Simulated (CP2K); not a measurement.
CP2K run on HgTe (Cmcm, 4 atoms in the cell): self-consistent single point.

Computed with LDA (Pade form), GPW, DZVP-MOLOPT-SR-GTH basis, GTH-PADE potentials (GTH_POTENTIALS) run with CP2K 2026.2.

```yaml
crystal:
  lattice:
    - [4.67600, 0.00000, 0.00000]
    - [-0.68317, 4.62582, 0.00000]
    - [0.00000, 0.00000, 5.91992]
  atoms:
    - { symbol: Hg, position: [0.34305, 0.65695, 0.75000] }
    - { symbol: Hg, position: [0.65695, 0.34305, 0.25000] }
    - { symbol: Te, position: [0.78481, 0.21519, 0.75000] }
    - { symbol: Te, position: [0.21519, 0.78481, 0.25000] }
```

Reference input (self-consistent single point, DFT PBEsol, GPW, DZVP-MOLOPT-SR-GTH basis, GTH-PBE potentials (GTH_POTENTIALS)): CUTOFF = 500 Ry; REL_CUTOFF = 50 Ry; SMEAR/METHOD = FERMI_DIRAC; ELECTRONIC_TEMPERATURE = 1160.45 K; KPOINTS/SCHEME = MONKHORST-PACK 5 5 4; GAMMA_CENTERED = T; XC_FUNCTIONAL = PBE:PBESOL; Hg/BASIS_SET = DZVP-MOLOPT-SR-GTH; Hg/POTENTIAL = GTH-PBE-q12; Te/BASIS_SET = DZVP-MOLOPT-SR-GTH; Te/POTENTIAL = GTH-PBE-q6; METHOD = GPW. This run's input differs from it in these lines:

```diff
@@ -44,6 +44,3 @@
     &XC
-      &XC_FUNCTIONAL
-        &PBE
-          PARAMETRIZATION PBESOL
-        &END PBE
+      &XC_FUNCTIONAL PADE
       &END XC_FUNCTIONAL
@@ -81,3 +78,3 @@
       BASIS_SET DZVP-MOLOPT-SR-GTH
-      POTENTIAL GTH-PBE-q12
+      POTENTIAL GTH-PADE-q12
     &END KIND
@@ -85,3 +82,3 @@
       BASIS_SET DZVP-MOLOPT-SR-GTH
-      POTENTIAL GTH-PBE-q6
+      POTENTIAL GTH-PADE-q6
     &END KIND
```

Log, with long lists cut:

```
 SCF WAVEFUNCTION OPTIMIZATION

  Step     Update method      Time    Convergence         Total energy    Change
     1 NoMix/Diag. 0.30E+00      -     0.72697921       -98.9613828719 -9.90E+01
     2 Broy./Diag. 0.30E+00      -     0.03809799      -100.2775935281 -1.32E+00
     3 Broy./Diag. 0.30E+00      -     0.11099831       -99.4695524018  8.08E-01
     4 Broy./Diag. 0.30E+00      -     0.00950951       -98.8208340191  6.49E-01
     5 Broy./Diag. 0.30E+00      -     0.00924550       -98.8057261375  1.51E-02
     6 Broy./Diag. 0.30E+00      -     0.00329471       -98.8416424857 -3.59E-02
   [... 5 lines left out ...]
    12 Broy./Diag. 0.30E+00      -     0.00001042       -98.8037754608  1.57E-04
    13 Broy./Diag. 0.30E+00      -     0.00001161       -98.8038011068 -2.56E-05
    14 Broy./Diag. 0.30E+00      -     0.00000303       -98.8038078380 -6.73E-06
    15 Broy./Diag. 0.30E+00      -     0.00000052       -98.8038008304  7.01E-06
  *** SCF run converged in    15 steps ***

  Overlap energy of the core charge distribution:               0.00000000006249
  Self energy of the core charge distribution:               -177.85527924379616
  Core Hamiltonian energy:                                     50.23632931286613
  Hartree energy:                                              44.01874850582742
  Exchange-correlation energy:                                -15.20096852110996
  Electronic entropic energy:                                  -0.00263088534936
  Fermi energy:                                                 0.14655537464195

  Total energy:                                               -98.80380083038456
  Total energy (extrapolated to T->0):                        -98.80248538770988

                     Mulliken Population Analysis

   [... lines left out ...]

 STRESS| Analytical stress tensor [bar]
 STRESS|                        x                   y                   z
 STRESS|      x       -5.62489467348E+04  -7.11377465966E+03  -1.62192774741E-02
 STRESS|      y       -7.11377465966E+03  -5.83501302607E+04   1.39998522932E-02
 STRESS|      z       -1.62192774741E-02   1.39998522932E-02  -6.32633341073E+04
 STRESS| 1/3 Trace                                            -5.92874703676E+04
```

The run converged in 15 iterations. Against the reference run the pressure goes from -4.17 to -5.93 GPa and the largest force goes from 0.237 to 0.350 eV/Å.

The starting cell comes from a database of computed structures (which also holds hypothetical and non-ambient phases and stackings), without a prior relaxation at this level. Its lattice was rescaled by a random factor within 2.5 % of one. Values carry the incompleteness of an atom-centred basis. With a pressure of about -6 GPa the cell is away from its equilibrium volume at this level. The run gives no clean gap (levels at the Fermi energy touch, overlap or are partly filled at this smearing), which alone does not show that the compound is a metal.

Cost on one core of a shared machine: roughly 40 s.
